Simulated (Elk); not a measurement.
Elk run on TlCrTe2 (P-3m1, 4 atoms in the cell): self-consistent single point.

Method of the run: PBEsol, all-electron FP-LAPW, Elk's shipped species files, APW+lo basis with extra local orbitals in Elk.

```yaml
crystal:
  lattice:
    - [4.10983, 0.00000, 0.00000]
    - [-2.05491, 3.55922, 0.00000]
    - [0.00000, 0.00000, 7.94888]
  atoms:
    - { symbol: Cr, position: [0.00000, 0.00000, 0.50000], spin: 3.0 }
    - { symbol: Tl, position: [0.00000, 0.00000, 0.00000] }
    - { symbol: Te, position: [0.66667, 0.33333, 0.68330] }
    - { symbol: Te, position: [0.33333, 0.66667, 0.31670] }
```
(The spins are starting values, not results.)

Reference input (self-consistent single point, DFT, LDA (PW92), all-electron FP-LAPW, Elk's shipped species files, APW+lo basis with extra local orbitals): spinpol = true; rgkmax = 8; stype = 0; swidth = 0.00499791 Ha; ngridk = 5 5 3; reducebf = 0.7; gmaxvr = 14 1/bohr; nxlo = 2; lorbcnd = true; rmtscf = 0.99; lmaxi = 3; nempty = 8 per atom. This run's input differs from it in these lines:

```diff
@@ -2,2 +2,5 @@
   0
+
+xctype
+  22
```

The program printed (abridged):

```
│ Self-consistent loop started │
│ Loop number : 1 │
 total energy                :     -34928.0645205
 total moment                :    2.868672635
│ Loop number : 2 │
 total energy                :     -34928.3167028
 total moment                :    2.888009214
RMS change in Kohn-Sham potential (target) :    1.886197226     (  0.1000000000E-05)
Absolute change in total energy (target)   :   0.2521823909     (  0.1000000000E-03)
│ Loop number : 3 │
 total energy                :     -34927.5708069
 total moment                :    2.576011813
RMS change in Kohn-Sham potential (target) :    1.832494959     (  0.1000000000E-05)
   [... lines left out ...]
│ Loop number : 25 │
 total energy                :     -34921.1963450
 total moment                :   -3.053455505
RMS change in Kohn-Sham potential (target) :   0.1332585765E-05 (  0.1000000000E-05)
Absolute change in total energy (target)   :   0.2171335655E-04 (  0.1000000000E-03)
│ Loop number : 26 │
 total energy                :     -34921.1963018
 total moment                :   -3.053456436
RMS change in Kohn-Sham potential (target) :   0.4716111432E-06 (  0.1000000000E-05)
Absolute change in total energy (target)   :   0.3780372208E-04 (  0.1000000000E-03)
Convergence targets achieved

│ Loop number : 27 │

Energies :
 Fermi                       :     0.202616603017
 xc effective B-field        :    -0.184378543594
 external B-field            :      0.00000000000
 total energy                :     -34921.1962928
 (external B-field energy excluded from total)

Density of states at Fermi energy :    20.56401953
 (states/Hartree/unit cell)

Estimated indirect band gap :   0.6543063139E-02
 from k-point      5 to k-point      8
Estimated direct band gap   :   0.1488296772E-01
 at k-point      5

Charges :
 core                        :    144.0000000
 valence                     :    65.00000000
 interstitial                :    7.280405704
 muffin-tins (core leakage)
  species :    1 (Cr)
   atom    1                 :    22.50566631     (  0.3571365426E-10)
  species :    2 (Tl)
   [... lines left out ...]

Moments :
 interstitial                :  -0.2347353369
 muffin-tins
  species :    1 (Cr)
   atom    1                 :   -3.073378437
  species :    2 (Tl)
   atom    1                 :   0.1379726268E-01
  species :    3 (Te)
   atom    1                 :   0.1204270341
   atom    2                 :   0.1204270341
 total in muffin-tins        :   -2.818727106
 total moment                :   -3.053462443

│ Self-consistent loop stopped │
```

The run converged in 27 iterations. The count includes the last loop, which Elk runs after its targets are met. Against the reference run the size of the net moment stays at 0.76 μB/atom.

The starting cell comes from a database of computed structures (which also holds hypothetical and non-ambient phases and stackings), without a prior relaxation at this level. Spin-orbit coupling is off. With one magnetic atom in the cell only a parallel order is possible. Values depend on the basis (sphere radii, cutoffs, local orbitals), which need not be converged. The log's line on a gap gives a spacing of levels on this mesh, which the program prints for metals too.

Cost on one core of a shared machine: roughly 70 s.
